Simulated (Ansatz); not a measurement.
Levels about the gap of amorphous In24Ga12O54 (90 atoms in a cell of 1210 Å³, 6.12 g/cm³; zone centre alone, so wide bands show as single levels with stretches between that a denser mesh fills), at the geometry that PBE relaxed, where it gives 0.1 GPa on a denser mesh. The participation number counts the atoms over which a state spreads; weights are charges in smoothed Voronoi cells. The levels come from a single point, so bond lengths are those of that geometry. Method of the levels: PBE, scalar-relativistic without spin-orbit coupling (Ansatz, a quantum-chemistry and plane-wave program). Sampling: the zone centre alone; Fermi-Dirac width 0.02 eV; no spin polarisation. At PBE the levels at the filled edge of the gap are localised (band-tail or defect states), and the nearest spread-out levels lie 0.9 eV apart at the zone centre.

Preparation: random packing, a CHGNet melt and quench, and a DFT relaxation. O atoms were pushed apart under 1.9 Å during the dynamics, to hinder bonds among them. The hot cell started wider than the set density and was brought back towards it in steps. It is the lowest in DFT energy of 4 quenches. It is a model cell: composition and starting density were chosen by hand, and all elements were melted together. No dispersion term was used. Its density started from a set value of 6.14 and ended at 6.12 g/cm³. The quench (nominally 88 K/ps over its main leg) was far faster than any real one, so the model tends to hold more defects than a real film. A cell of this size samples the disorder only roughly. Volume and shape were free in the relaxation.

| E - E(highest filled), eV | filling | participation number | largest on | weight O | weight In | weight Ga |
|---|---|---|---|---|---|---|
| -0.44 | filled | 20.3 | O, 3 neighbours | 0.94 | 0.04 | 0.02 |
| -0.36 | filled | 20.3 | O, 3 neighbours | 0.94 | 0.04 | 0.02 |
| -0.33 | filled | 20.2 | O, 4 neighbours | 0.95 | 0.04 | 0.02 |
| -0.28 | filled | 16.3 | O, 3 neighbours | 0.94 | 0.03 | 0.02 |
| -0.20 | filled | 5.6 | O, 3 neighbours | 0.95 | 0.03 | 0.02 |
| -0.15 | filled | 6.1 | O, 3 neighbours | 0.95 | 0.04 | 0.01 |
| 0.00 | filled | 3.5 | O, 3 neighbours | 0.94 | 0.04 | 0.02 |
| 0.59 | empty | 81.9 | O, 3 neighbours | 0.55 | 0.35 | 0.10 |
| 2.96 | empty | 42.6 | In, 5 neighbours | 0.61 | 0.35 | 0.04 |
| 3.05 | empty | 50.1 | In, 5 neighbours | 0.61 | 0.35 | 0.05 |
| 3.17 | empty | 51.3 | In, 5 neighbours | 0.61 | 0.35 | 0.04 |
| 3.38 | empty | 51.0 | In, 5 neighbours | 0.61 | 0.33 | 0.06 |
| 3.46 | empty | 51.4 | In, 5 neighbours | 0.61 | 0.30 | 0.09 |
| 3.62 | empty | 54.5 | In, 5 neighbours | 0.61 | 0.29 | 0.10 |

Most localised among these is the filled level at +0.00 eV, on a O atom, which has 3 neighbours (Ga 1.92 Å, In 2.10 Å, In 2.19 Å).
